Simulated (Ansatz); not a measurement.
Consider ZnO in the wurtzite structure (space group P6_3mc, No. 186; a = 3.230 Å, c = 5.214 Å). Axes: x lies along a and z along c of the hexagonal cell.

Method: plane-wave PAW DFT at the PBEsol level (Ansatz, a program for electronic structure, 420 eV), no SOC.

Now apply this change: compressive biaxial strain of 2.40 % in the plane normal to [001], as in epitaxy on a mismatched substrate; the out-of-plane cell vector and the atoms relax.

Question: Estimate the effect on the in-plane stress.

Answer: The mean in-plane stress (compression positive) amounts to +5.3 GPa.

Question: What happens to the out-of-plane strain?

Answer: The out-of-plane strain amounts to +2.36 %.

Whether these cells are dynamically stable was not tested.
